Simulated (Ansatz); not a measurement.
**CdTe, response to strain**

Take CdTe in the zinc blende structure (space group F-43m, No. 216; a = 6.558 Å) as the base.

Strains are applied to the cell and any free atomic positions relax.

All numbers come from plane-wave PAW DFT at the r2SCAN level (Ansatz, a program for electronic structure, 500 eV), spin-orbit coupling left out.

```csv
isotropic strain (%),band gap (eV)
-3,1.46
-2.5,1.41
-2,1.36
-1.5,1.31
-1,1.26
-0.5,?
0,1.17
```

Fit E_g = E₀ + Dε (ε in %) to the rows shown and predict the withheld row.

Least squares on the printed values gives E₀ = 1.17 eV, D = -97.1 meV per % of strain (largest residual 0.00 eV); this predicts 1.22 eV, and the run gives 1.21 eV, in agreement.

Spin-orbit coupling, missing from the scalar runs, can matter with Te. No phonon test of stability was made.
